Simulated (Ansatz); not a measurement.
Consider interstitial Mg in wurtzite GaN, charge state +2. These are PBE, PAW (plane waves to 420 eV; Ansatz, an electronic-structure program) values and carry that method's errors.

72-site cell at the relaxed PBE lattice, one k-point at (0.125, 0.250, 0.250), smearing 0.01 eV, spin-restricted, no finite-size correction. Static, classical nuclei. The charge state is imposed; whether it is stable for some Fermi level was not computed. Sites that were not tried may lie lower.

Barriers: single points on a 2×2×2 k-point mesh shifted by half a step along c at the bands' geometries.

The step: Mg moves alone to another site; the atom moves 3.22 Å along (0.00, 1.00, 0.00) of the unit cell; the moving atom starts with neighbours 2 Ga at 2.37, Ga at 2.38, 3 Ga at 2.59; 3 N at 2.04, 2 N at 2.46, N at 2.46 Å and ends with 3 Ga at 2.38, 3 Ga at 2.59; 3 N at 2.04, 2 N at 2.46, N at 2.46 Å.

**Question.** Estimate the migration barrier of this step that PBE, PAW returns for this input.

**Answer.** 1.85 eV, the same both ways. At the saddle the moving atom has neighbours Ga at 2.24, Ga at 2.45; N at 1.89, N at 1.92, N at 2.30, N at 2.33 Å. The saddle point's order was not checked.
